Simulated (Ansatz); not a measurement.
## Ru (model structure, P-3m1, No. 164, 8 atoms in the cell)

These are r²SCAN in Ansatz (plane waves, PAW) values and carry that method's errors.

Run with plane-wave cutoff 560 eV, 24×24×4 k mesh (along the axes of the cell as run), Fermi–Dirac smearing 0.05 eV, no spin polarisation, scalar-relativistic PAW data made under PBE.

Cell (relaxed at this level):

```
CELL_PARAMETERS angstrom
      2.68499     0.00000     0.00000
     -1.34249     2.32527     0.00000
      0.00000     0.00000    17.35919
ATOMIC_POSITIONS crystal
  Ru 0.00000 0.00000 0.68804
  Ru 0.33333 0.66667 0.81502
  Ru 0.66667 0.33333 0.93943
  Ru 0.33333 0.66667 0.06057
  Ru 0.66667 0.33333 0.18498
  Ru 0.00000 0.00000 0.31196
  Ru 0.33333 0.66667 0.43679
  Ru 0.66667 0.33333 0.56321
```

| Quantity | Result |
|---|---|
| bulk modulus B0 | 333 GPa |

Note: the run has no spin polarisation, so it can have missed a magnetic state; the bulk modulus is −V dP/dV from two relaxed cells at ±2 % in volume; the relaxation could raise the start's symmetry but not lower it, so the cell can be a saddle point.

The computed numbers hold no vibrational or temperature effects.

Computing time: about 9 core-minutes (a rough figure).

A model structure was made by putting elements into a prototype or built by hand; it is no filed structure, need not be a known phase, and can be a saddle point held by its symmetry.

Ansatz is a quantum-chemistry and plane-wave program.
